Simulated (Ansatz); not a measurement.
Consider Si-vacancy pair (Si on one host Cu site, one Cu site vacant) in fcc Cu, neutral cell. Level of theory: PBE, PAW (plane waves to 420 eV; Ansatz, a quantum-chemistry and plane-wave program).

32-site cell at the relaxed PBE lattice, a 3×3×3 k-point mesh shifted by half a step, smearing 0.10 eV, spin-restricted, no finite-size correction. No zero-point or tunnelling terms. Forms of the defect that were not tried may lie lower. The order of the sites in energy changes with the mesh.

Barriers: single points on a 5×5×5 k-point mesh shifted by half a step at the bands' geometries.

Relaxed starting cell (atoms counted from 1):

```xyz
31
Lattice="7.2600 0.0000 0.0000 0.0000 7.2600 0.0000 0.0000 0.0000 7.2600" Properties=species:S:1:pos:R:3 pbc="T T T"
Si     0.0012     0.0050    -0.0033
Cu     0.0013     0.0033     3.6249
Cu     0.0004     3.6342     3.6255
Cu     3.6308     0.0045    -0.0041
Cu     3.6302     0.0037     3.6254
Cu     3.6315     3.6336    -0.0045
Cu     3.6307     3.6342     3.6260
Cu     0.0001     1.8291     1.7867
Cu    -0.0011     1.8258     5.4646
Cu     0.0012     5.4394     1.7846
Cu     0.0027     5.4400     5.4658
Cu     3.6309     1.8260     1.8050
Cu     3.6310     1.8259     5.4463
Cu     3.6311     5.4422     1.8052
Cu     3.6303     5.4419     5.4464
Cu     1.8079     0.0038     1.8022
Cu     1.8086     0.0050     5.4484
Cu     1.7923     3.6346     1.7872
Cu     1.7914     3.6319     5.4652
Cu     5.4534     0.0037     1.8034
Cu     5.4532     0.0032     5.4476
Cu     5.4688     3.6343     1.7862
Cu     5.4701     3.6348     5.4642
Cu     1.7893     1.8294    -0.0040
Cu     1.8102     1.8258     3.6253
Cu     1.7917     5.4393    -0.0054
Cu     1.8104     5.4416     3.6260
Cu     5.4718     1.8270    -0.0052
Cu     5.4505     1.8259     3.6256
Cu     5.4715     5.4408    -0.0047
Cu     5.4518     5.4420     3.6260
```

End state 1 differs by these moves (Å; atoms that move under 0.08 Å are left out):

```tsv
atom	element	Δx	Δy	Δz
22	Cu	1.76	0.00	-1.76
```

Problem. What is the computed forward and backward barriers to end state 1 (PBE, PAW)?

Solution. forward 0.79 eV, backward 0.62 eV; at the saddle point atom 22 has neighbours 4 Cu at 2.38, 2 Cu at 2.76, Cu at 2.80, Cu at 2.81 Å. The saddle point's order was not checked, and it lies on a symmetry element of the cell, where a band can be held.
